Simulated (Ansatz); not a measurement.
Base system: MoS2 in the 3R-MoS2 type structure (space group R3m, No. 160; layered, stacked along the Cartesian z axis).

```
MoS2
1.0
    1.58761     0.91661     6.19494
   -1.58761     0.91661     6.19494
    0.00000    -1.83321     6.19494
Mo S
1 2
Direct
  0.00000   0.00000   0.00000
  0.75030   0.75030   0.75030
  0.58300   0.58300   0.58300
```

Cartesian axes are those of the cell as printed.

Calculations: Ansatz (a first-principles code), r2SCAN+rVV10, PAW, cutoff 500 eV, no spin-orbit coupling.

For the base:

The shortest interatomic distance is 240.3 pm. The pressure is -0.1 kbar.

Now apply this change: the cell is stretched by 1.26 % along y with no lateral relaxation, atoms relaxed at fixed cell.

Task: What happens to the energy relative to the base, shortest interatomic distance and pressure?

Result: The energy increases by 2.0 meV/atom; the shortest interatomic distance is nearly the same (240.3 pm against 240.5 pm); the pressure (mean of the normal stresses, compression positive) decreases by 12.4 kbar, from -0.1 kbar to -12.5 kbar.

The cells carry an imposed strain or load. Stability against distortions was not tested.
